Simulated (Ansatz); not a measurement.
The parent structure is BP in the zinc blende structure (space group F-43m, No. 216; a = 4.520 Å). Axes: x, y, z lie along the cube axes.

Method: PBEsol (Ansatz, a quantum-chemistry and plane-wave program), scalar-relativistic without spin-orbit coupling.

Strains are applied to the cell and any free atomic positions relax; under biaxial strain the out-of-plane vector relaxes too; under stress the whole cell relaxes.

One change was made to it. Results:

The band gap drops by 0.27 eV, from 1.11 eV to 0.84 eV; the smallest direct gap falls by 0.14 eV to 3.24 eV; the energy grows by 3.3 meV/atom.

Problem. Which change produced these results?
A. uniaxial strain ε_zz = −1.63 %
B. biaxial strain −0.91 %, plane normal [001], relaxed out of plane
C. uniaxial stress, 2 GPa tension along z
D. uniaxial strain ε_zz = −5.10 %
E. biaxial strain +1.79 %, plane normal [001], relaxed out of plane

Solution. A, uniaxial strain ε_zz = −1.63 %. For comparison, the band gap in the other runs: uniaxial stress, 2 GPa tension along z gives 1.08 eV; uniaxial strain ε_zz = −5.10 % gives 0.25 eV; biaxial strain +1.79 %, plane normal [001], relaxed out of plane gives 0.77 eV; biaxial strain −0.91 %, plane normal [001], relaxed out of plane gives 0.99 eV.

Stability under load was not tested beyond the relaxation. A zero or small gap of BP under uniaxial strain ε_zz = −5.10 % can be the functional's error rather than a property of the material.
